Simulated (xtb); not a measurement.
xtb 6.7.1, GFN1-xTB: COc1ccc2c(c1)oc1cc(-c3ccc(-c4ccc(C(F)(F)F)o4)s3)ccc12, 42 atoms. The geometry is a generated start, not checked to be a minimum at this level.

```yaml
run_flags: --grad
method: GFN1-xTB
"--acc": 1 (default)
"--etemp (K)": 300 (default)
basis_functions: 148
valence_electrons: 146
```

One run each on 1 thread. Values of broydamp tried: 0.02, 0.05, 0.1, 0.2, 0.4 (default), 0.6, 0.8, 1.

### Question
Predict the course of the SCC iterations along this series.

### Answer
Fewest SCC iterations, within one of each other: 0.2 with 12, 0.4 (default) with 11, 0.6 with 12. The count rises to 19 at 0.02. All converge to one solution.

```
broydamp       SCC iterations            end
-------------  --------------  -------------
0.02                       19  same solution
0.05                       17  same solution
0.1                        15  same solution
0.2                        12  same solution
0.4 (default)              11  same solution
0.6                        12  same solution
0.8                        13  same solution
1                          15  same solution
```
